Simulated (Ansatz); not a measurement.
We consider BaTiO3 (C222₁, No. 20, 30 atoms in the cell; start mp-558125), described by LDA (Ansatz, a first-principles code, PAW).

Numerical settings: plane-wave cutoff 520 eV, 6×6×2 k mesh (along the axes of the cell as run), Fermi–Dirac smearing 0.01 eV, no spin polarisation, scalar-relativistic PAW data made under PBE.

Cell (relaxed at this level):

```yaml
crystal:
  lattice:
    - [2.82246, -4.87736, 0.00000]
    - [2.82246, 4.87736, 0.00000]
    - [0.00000, 0.00000, 13.75496]
  atoms:
    - { symbol: Ba, position: [0.34324, 0.67595, 0.40262] }
    - { symbol: Ba, position: [0.65676, 0.32405, 0.90262] }
    - { symbol: Ba, position: [0.67595, 0.34324, 0.59738] }
    - { symbol: Ba, position: [0.32405, 0.65676, 0.09738] }
    - { symbol: Ba, position: [0.00013, 0.99987, 0.25000] }
    - { symbol: Ba, position: [0.99987, 0.00013, 0.75000] }
    - { symbol: Ti, position: [0.34794, 0.68239, 0.65365] }
    - { symbol: Ti, position: [0.65206, 0.31761, 0.15365] }
    - { symbol: Ti, position: [0.68239, 0.34794, 0.34635] }
    - { symbol: Ti, position: [0.31761, 0.65206, 0.84635] }
    - { symbol: Ti, position: [0.98305, 0.98305, 0.00000] }
    - { symbol: Ti, position: [0.01695, 0.01695, 0.50000] }
    - { symbol: O, position: [0.16468, 0.83475, 0.91941] }
    - { symbol: O, position: [0.83532, 0.16525, 0.41941] }
    - { symbol: O, position: [0.83475, 0.16468, 0.08059] }
    - { symbol: O, position: [0.16525, 0.83532, 0.58059] }
    - { symbol: O, position: [0.83458, 0.66963, 0.08125] }
    - { symbol: O, position: [0.16542, 0.33037, 0.58125] }
    - { symbol: O, position: [0.66963, 0.83458, 0.91875] }
    - { symbol: O, position: [0.33037, 0.16542, 0.41875] }
    - { symbol: O, position: [0.51675, 0.03049, 0.24829] }
    - { symbol: O, position: [0.48325, 0.96951, 0.74829] }
    - { symbol: O, position: [0.03049, 0.51675, 0.75171] }
    - { symbol: O, position: [0.96951, 0.48325, 0.25171] }
    - { symbol: O, position: [0.83545, 0.66944, 0.41965] }
    - { symbol: O, position: [0.16455, 0.33056, 0.91965] }
    - { symbol: O, position: [0.66944, 0.83545, 0.58035] }
    - { symbol: O, position: [0.33056, 0.16455, 0.08035] }
    - { symbol: O, position: [0.48300, 0.51700, 0.75000] }
    - { symbol: O, position: [0.51700, 0.48300, 0.25000] }
```

Q: Give the computed band gap.

A: 
- band gap = 1.95 eV (on the SCF k mesh)

Note: the relaxation could not lower the start's symmetry, so the cell can be a saddle point above a distorted one.

Spin–orbit coupling is not included.

The computed numbers hold no vibrational or temperature effects.

Computing time: about 40 core-minutes (a rough figure).

A start named mp-… is a Materials Project structure, which need not be a measured phase.
